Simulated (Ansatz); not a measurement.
# Pressure series in InAs

Consider InAs in the zinc blende structure (space group F-43m, No. 216).

```
CELL_PARAMETERS angstrom
      0.00000     3.04364     3.04364
      3.04364     0.00000     3.04364
      3.04364     3.04364     0.00000
ATOMIC_POSITIONS crystal
  In 0.00000 0.00000 0.00000
  As 0.25000 0.25000 0.25000
```

Cell and atoms are relaxed at each pressure.

Level of theory: Ansatz (a program for electronic structure) PBEsol, spin-orbit coupling left out.

Computed cases, in order: pressure −2 GPa; pressure −1 GPa; 0 GPa (base); pressure 0.9 GPa; pressure 2.1 GPa; pressure 4.5 GPa; pressure 9 GPa; pressure 15 GPa; pressure 22.5 GPa; pressure 30 GPa.

### Question
Between which two neighbouring cases does the band gap open or close?

### Answer
Between pressure 4.5 GPa (zero) and pressure 9 GPa (0.22 eV). The whole series: pressure −2 GPa: zero; pressure −1 GPa: zero; 0 GPa (base): zero; pressure 0.9 GPa: zero; pressure 2.1 GPa: zero; pressure 4.5 GPa: zero; pressure 9 GPa: 0.22 eV; pressure 15 GPa: 0.50 eV; pressure 22.5 GPa: 0.77 eV; pressure 30 GPa: 0.90 eV.

A case with no gap was solved on a k-mesh chosen for an insulator, which is coarse for it. Load acts through the strain it causes; cell and atoms are relaxed under it. No phonon test of stability was made. The final runs are not spin-polarised. Measured, InAs leaves this structure (for rock salt) near 7 GPa (temperature not stated; as listed in Datta, Sujoy, Jana, Debnarayan, arXiv (2020)). The zero or small gap of InAs can change with the level of theory.
